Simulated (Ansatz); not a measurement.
Subject: the energy of the reaction as written. Reaction: cell B → cell A. A negative value means that the right-hand side lies lower.

Cell A: a sheet of composition Tl, 1 atom, square cell of 3.16 Å (10.0 Å²), symmetry P4/mmm, 0.0 Å thick under 16 Å of vacuum, in-plane vectors relaxed; planes from bottom to top: Tl; a model cell; spin state with PBE: run without spin, k-point mesh 20×20×1.
```
CELL_PARAMETERS angstrom
      3.16096     0.00000     0.00000
      0.00000     3.16096     0.00000
      0.00000     0.00000    16.00000
ATOMIC_POSITIONS crystal
  Tl 0.00000 0.00000 0.50000
```

Cell B: a sheet of composition Tl, 1 atom, hexagonal cell of 3.32 Å (9.5 Å²), symmetry P6/mmm, 0.0 Å thick under 16 Å of vacuum, in-plane vectors relaxed; planes from bottom to top: Tl; a model cell; spin state with PBE: run without spin, k-point mesh 24×24×1.
```
Tl
1.0
    3.32013     0.00000     0.00000
   -1.66006     2.87532     0.00000
    0.00000     0.00000    16.00000
Tl
1
Direct
  0.00000   0.00000   0.50000
```

Plane-wave PAW calculations with Ansatz (a first-principles code), its default PAW set, cutoff 420 eV, 500 eV for r2SCAN. The structures are at rest with PBE; other levels are single points on them. Neutral cells; Fermi-Dirac smearing of at most 0.10 eV in the solids, energies taken to zero width. The lattices are those relaxed with PBE, so at other levels the solids can be strained, which adds to the spread. A dispersion term (D3(BJ), or D4 for r2SCAN) was computed beside these levels and is taken off wherever the name lacks it. Nuclei at rest; no vibrational terms. The runs are scalar-relativistic, without spin-orbit coupling. Cell A has symmetry P4/mmm and got no random move, so less symmetric positions, which may lie lower, weren't tried. Cell B has symmetry P6/mmm and got no random move, so less symmetric positions, which may lie lower, weren't tried.

Estimate the value that PBE returns for this input.

0.06 eV, for cell B → cell A.

List the value at the remaining levels and say how far they part.


```json
[
 {"Functional": "r2SCAN", "value (eV)": "0.06", "less PBE": "0.00"}
]
```

The levels span only 0.00 eV, too little to tell them apart.
